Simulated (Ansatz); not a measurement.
Pt on the (0001) surface of wurtzite GaN (2x2 Ga adatom at T4; a constructed slab, bottom: 3 H on 4 bottom sites), one in a cell of 36 Å², energies for each. Energies are against an atom of fcc Pt, without zero-point or thermal terms; each row is named by its start (#2, #3: further inequivalent places of a kind).

Host crystal: wurtzite GaN, with a band gap (PBE, scalar-relativistic without spin-orbit coupling).

Level of theory: PBE (plane waves to 420 eV, PAW; Ansatz, a quantum-chemistry and plane-wave program).

Set-up: 45 atoms, 13.9 Å thick at the start with caps and adatoms under the adsorbate (thin: gaps and levels are the slab's own); mesh 4x4x1; 0.01 eV smearing; dipole correction on; 23 atoms held, the rest relaxed; each run with such symmetry as its start has; spin-polarised, no spin-orbit, no U, no dispersion correction.

A negative adsorption energy means that the adsorbate is more stable on the surface than in its reference. Starts that drift may end in the same place. Heights count from the host atoms within 0.3 Å of the top one.

```json
[
 {"starting site": "top Ga (the adsorbate broke or entered a bond of the host)", "E_ads (eV)": "-0.45", "height (Å)": "-0.25", "nearest host atom (Å)": "Ga 2.42", "bonded to": "4 Ga", "change of the vacuum step (eV)": "-0.44", "lateral drift (Å)": "1.7", "moment (μB)": "0.0"},
 {"starting site": "over Ga at depth 1.7 Å", "E_ads (eV)": "0.22", "height (Å)": "0.39", "nearest host atom (Å)": "Ga 2.36", "bonded to": "2 Ga", "change of the vacuum step (eV)": "0.09", "lateral drift (Å)": "0.1", "moment (μB)": "0.0"},
 {"starting site": "over Ga at depth 1.7 Å #2", "E_ads (eV)": "0.22", "height (Å)": "0.39", "nearest host atom (Å)": "Ga 2.36", "bonded to": "2 Ga", "change of the vacuum step (eV)": "0.09", "lateral drift (Å)": "0.1", "moment (μB)": "0.0"},
 {"starting site": "hollow Ga-Ga-Ga", "E_ads (eV)": "0.43", "height (Å)": "-0.22", "nearest host atom (Å)": "Ga 2.50", "bonded to": "3 Ga", "change of the vacuum step (eV)": "-0.32", "lateral drift (Å)": "0.0", "moment (μB)": "0.0"},
 {"starting site": "hollow Ga-Ga-Ga over Ga at depth 2.1 Å", "E_ads (eV)": "0.15", "height (Å)": "-0.25", "nearest host atom (Å)": "Ga 2.52", "bonded to": "3 Ga", "change of the vacuum step (eV)": "-0.19", "lateral drift (Å)": "1.8", "moment (μB)": "0.0"}
]
```
